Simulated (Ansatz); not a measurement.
Consider the following.

```
CELL_PARAMETERS angstrom
      3.64885     0.00000     0.00000
      0.00000     3.64885     0.00000
      0.00000     0.00000    30.48074
ATOMIC_POSITIONS crystal
  O  0.25000 0.75000 0.24903
  Sr 0.75000 0.25000 0.24707
  O  0.75000 0.25000 0.32983
  Sr 0.25000 0.75000 0.33069
  O  0.25000 0.75000 0.41562
  Sr 0.75000 0.25000 0.41533
  O  0.75000 0.25000 0.50000
  Sr 0.25000 0.75000 0.50000
  O  0.25000 0.75000 0.58438
  Sr 0.75000 0.25000 0.58467
  O  0.75000 0.25000 0.67017
  Sr 0.25000 0.75000 0.66931
  O  0.25000 0.75000 0.75097
  Sr 0.75000 0.25000 0.75293
```

No spin polarisation.

All numbers come from r2SCAN (Ansatz, a program for electronic structure, PAW, no spin-orbit coupling), earlier PAW set. k-mesh 9×9×1 (Γ-centred); smearing 0.05 eV (Fermi–Dirac). The cell is a slab with vacuum along z.

Predict the band gap, gap character and layer's space group.


- Band gap = 2.97 eV
- Gap character = direct at Γ
- Layer's space group (with vacuum) = P4/mmm (No. 123)

Whether these cells are dynamically stable was not tested. The cell was made from SrO in the rock salt structure (space group Fm-3m, No. 225) by this change: a free-standing slab of 7 layers (14 atoms, 2 a layer) is cut normal to the z axis, with 15 Å of vacuum and the in-plane cell held at bulk.
